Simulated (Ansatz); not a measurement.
The reference is AlRu in the CsCl type structure (space group Pm-3m, No. 221; a = 2.9763 Å).

The values are results of PBEsol in Ansatz (plane waves to 420 eV, PAW, no spin-orbit coupling), not measurements.

Base values:

The lattice parameter a is 2.976 Å.

One thing is altered: cell and atoms relaxed at a pressure of 3 GPa.

Task: Predict the new lattice parameter a.

Result: The lattice parameter a shrinks by 0.013 Å, from 2.976 Å to 2.963 Å.

Load acts through the strain it causes; cell and atoms are relaxed under it. Whether these cells are dynamically stable was not tested. The final runs are not spin-polarised.

Ansatz is a program for electronic structure.
